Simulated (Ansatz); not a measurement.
Consider a 20-atom cell of Ba(Ti,Pb)O3 started in the perovskite structure, site fractions Ti 0.500, Pb 0.500, short-range order +0.33 among the nearest mixed sites of the first mixed sublattice (0 is random, a negative value favours unlike neighbours), space group Pc at the end. Its start:

```yaml
crystal:
  lattice:
    - [4.26169, 4.25784, -0.00090]
    - [-4.29879, 4.29480, -0.00144]
    - [0.00049, -0.00246, 8.29448]
  atoms:
    - { symbol: Ba, position: [0.00648, 0.98268, 0.98505] }
    - { symbol: Ba, position: [0.00657, 0.98203, 0.51142] }
    - { symbol: Ba, position: [0.49794, 0.48225, 0.98474] }
    - { symbol: Ba, position: [0.49816, 0.48143, 0.51127] }
    - { symbol: Pb, position: [0.50366, 0.99497, 0.24801] }
    - { symbol: Ti, position: [0.50890, 0.95606, 0.74809] }
    - { symbol: Pb, position: [0.00068, 0.49513, 0.24825] }
    - { symbol: Ti, position: [0.99531, 0.45636, 0.74828] }
    - { symbol: O, position: [0.50316, 0.01771, 0.98016] }
    - { symbol: O, position: [0.50561, 0.01906, 0.51640] }
    - { symbol: O, position: [0.00119, 0.51885, 0.98029] }
    - { symbol: O, position: [0.99840, 0.51810, 0.51622] }
    - { symbol: O, position: [0.30967, 0.69083, 0.24901] }
    - { symbol: O, position: [0.27037, 0.77075, 0.74736] }
    - { symbol: O, position: [0.69651, 0.30267, 0.24715] }
    - { symbol: O, position: [0.77083, 0.25464, 0.74901] }
    - { symbol: O, position: [0.19521, 0.19100, 0.24877] }
    - { symbol: O, position: [0.23383, 0.27113, 0.74787] }
    - { symbol: O, position: [0.80812, 0.80288, 0.24773] }
    - { symbol: O, position: [0.73331, 0.75441, 0.74852] }
```

The numbers are results of PBE (plane waves to 420 eV, PAW; Ansatz, a first-principles code), not measurements. No spin–orbit coupling; the runs are not spin-polarised; with elements this heavy it can move edges by tenths of an eV. Its k-point mesh 5×5×4, Fermi–Dirac width 0.05 eV.

Question: Predict the alloy's volume and bond lengths.

Answer: The volume per atom comes out as 15.02 Å³ and the Ba–O bonds (within 1.22 times the sum of covalent radii) comes out as 2.951 Å on average, from 2.738 to 3.363 (44). The Ba–Ti bonds (within 1.22 times the sum of covalent radii) is 3.580 Å on average, from 3.468 to 3.721 (16). The Ba–Pb bonds (within 1.22 times the sum of covalent radii) comes out as 3.734 Å on average, from 3.685 to 3.811 (16) and the O–Pb bonds (within 1.22 times the sum of covalent radii) is 2.198 Å on average, from 2.158 to 2.247 (12).
